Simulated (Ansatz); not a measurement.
# MoSi2 (space group I4/mmm, No. 139)

```
CELL_PARAMETERS angstrom
     -1.60086     1.60086     3.90929
      1.60086    -1.60086     3.90929
      1.60086     1.60086    -3.90929
ATOMIC_POSITIONS crystal
  Mo 0.00000 0.00000 0.00000
  Si 0.33530 0.33530 0.00000
  Si 0.66470 0.66470 0.00000
```

Calculations: r2SCAN (Ansatz, a first-principles code), no spin-orbit coupling. Settings: 14×14×14 k-points, 0.05 eV Fermi–Dirac smearing.

```json
{
 "volume_per_atom": "13.36 Å³",
 "density": "6.30 g/cm³",
 "band_gap": "zero",
 "total_energy": "-2082.381 eV/atom (σ→0; compares only within this code and set-up)"
}
```

Stability against distortions was not tested. The final runs are not spin-polarised.
